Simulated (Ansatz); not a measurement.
Adsorption energy and surface dipole of H on the 1x1 (110) surface of rutile TiO2 (cut with top plane O), one in a 1x1 cell, started at the site 'top O', worked from the runs' numbers; total energies count from the potentials' own zero.

Host crystal: rutile TiO2, with a band gap (PBE, scalar-relativistic without spin-orbit coupling).

All values below come from PBE (plane waves to 420 eV, PAW; Ansatz, a quantum-chemistry and plane-wave program).

Set-up: 25 atoms, 12.7 Å thick at the start under the adsorbate; mesh 8x3x1; 0.01 eV smearing; dipole correction on; 12 atoms held, the rest relaxed; held to the start's symmetry, so lower structures may exist; spin-polarised, ending with about 0.7 μB a cell, a value that depends on the mesh; orders that need a larger cell were not tried, no spin-orbit, no U, no dispersion correction. The slab shows no gap over 0.04 eV on its mesh. At the end it is bonded to O. In PBE it is, or lies within 0.03 eV of, the lowest of the starts that converged.

```tsv
quantity	value
slab with the adsorbate	-29123.992 eV
clean slab, same cell and mesh	-29108.413 eV
reference, ½ H2(g)	-15.872 eV
area of the cell	19.46 Å²
change of the step from the bottom to the top vacuum level	-3.126 eV
```

Problem. What is the adsorption energy against this reference?

Solution. E(slab + adsorbate) − E(slab) − E(reference) = 0.29 eV, so in this state the adsorbate is less stable than in the reference, at a coverage of 5.14 a nm².

Problem. What dipole does adsorption add to the slab along the outward normal (Helmholtz relation, ε₀ = 0.005526 e/(V·Å))?

Solution. p = −ε₀·A·ΔV = 0.336 e·Å = 1.61 D; its positive end points to the vacuum, which lowers the vacuum level.
